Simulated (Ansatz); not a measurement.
We consider Al2Cu (I4/mcm, No. 140), described by r²SCAN+rVV10 (plane waves, PAW; Ansatz, a first-principles code).

Settings: plane-wave cutoff 560 eV, 14×14×14 k mesh, Fermi–Dirac smearing 0.05 eV, no spin polarisation, scalar-relativistic PAW data made under PBE.

Results at a series of volumes:

```tsv
V (Å³/atom)	E − E_lowest (meV/atom)
13.739	8.98
14.025	2.17
14.312	0.00
14.598	1.99
14.884	7.70
```

What bulk modulus B0 and pressure derivative B′ does a third-order Birch–Murnaghan fit give?

V0 = 14.312 Å³/atom, B0 = 116 GPa, B′ = 4.6 (fit to the energies at full precision).

Shape and atoms are relaxed at each volume.

Measured, for comparison: equilibrium volume per atom 14.78 Å³/atom (temperature not stated, no zero-point or thermal correction, from a published cell, temperature and pressure not stated; as tabulated in James B. Friauf, Journal of the American Chemical Society 49, 3107 (1927)). Computed less measured: equilibrium volume per atom -3.2 %.

Computed values are for the static lattice.

It cost around 23 core-minutes (rough) of CPU time.
